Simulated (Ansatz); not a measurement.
# A constructed model of the (111) surface of fcc Pd, (√3x√3)R30° surface alloy, Ge on one Pd site of the top plane (bottom of the slab: a bare face, its two planes held)

Calculation: PBE (plane waves to 420 eV, PAW; Ansatz, a quantum-chemistry and plane-wave program).

Set-up: 18 atoms, 11.3 Å thick at the start; mesh 9x9x1; 0.1 eV smearing; dipole correction on; 6 atoms held, the rest relaxed; symmetry of the start imposed; no spin, no spin-orbit, no U. It is one candidate, not shown to be the stable structure of the face.

```
Property                                        Value
-----------------------------  ----------------------
work function of the top face                 4.86 eV
energy released by relaxation                0.081 eV
cost                           roughly 5 core-minutes
```
